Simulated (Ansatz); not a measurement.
```
CELL_PARAMETERS angstrom
      0.00000     2.70105     2.62002
      2.70105     0.00000     2.62002
      2.70105     2.70105     0.00000
ATOMIC_POSITIONS crystal
  Si 0.00000 0.00000 0.00000
  Si 0.25000 0.25000 0.25000
```

No spin polarisation.

All numbers come from LDA, PAW, 420 eV (Ansatz, a first-principles code; no SOC). k-mesh 11×11×11 (Γ-centred); smearing 0.05 eV (Fermi–Dirac).

Q: Predict the gap character.

A: Indirect, Γ → Γ–M (87 % along).

Q: Estimate the space group.

A: I4_1/amd (No. 141).

The cells carry an imposed strain or load. No phonon test of stability was made. The cell was made from Si in the diamond structure (space group Fd-3m, No. 227) by this change: uniaxial strain ε_zz = −3.00 %. The zero or small gap of Si under uniaxial strain ε_zz = −3.00 % can change with the level of theory.
